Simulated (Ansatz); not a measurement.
# TaN under a change: isotropic strain −5.01 %

The reference is TaN in the rock salt structure (space group Fm-3m, No. 225; a = 4.3749 Å; relaxed with 0.1 eV smearing).

It is then changed as follows: an isotropic linear strain of −5.01 %; the atoms relax in the strained cell.

Level of theory: PBEsol (Ansatz, a program for electronic structure, PAW, scalar-relativistic without spin-orbit coupling), earlier PAW set. Γ-centred 23×23×23 mesh, Fermi–Dirac width 0.1 eV.

* **Volume per atom**: 8.97 Å³ (base 10.47 Å³)
* **Space group**: Fm-3m (No. 225) (base Fm-3m (No. 225))
* **Shortest interatomic distance**: 2.078 Å (base 2.187 Å)
* **Energy relative to the base (free energy F)**: +0.314 eV/atom
* **Pressure**: 77.2 GPa (base 0.0 GPa)
* **Band gap**: zero (base zero)

Final structure:

```yaml
crystal:
  lattice:
    - [0.00000, 2.07788, 2.07788]
    - [2.07788, 0.00000, 2.07788]
    - [2.07788, 2.07788, 0.00000]
  atoms:
    - { symbol: N, position: [0.00000, 0.00000, 0.00000] }
    - { symbol: Ta, position: [0.50000, 0.50000, 0.50000] }
```

Cost of the whole job for the changed cell (relaxation, final SCF and bands): roughly 19 core-seconds.

No phonon test of stability was made. All final runs are without spin polarisation. This is not the structure that TaN has at room temperature and ambient pressure.
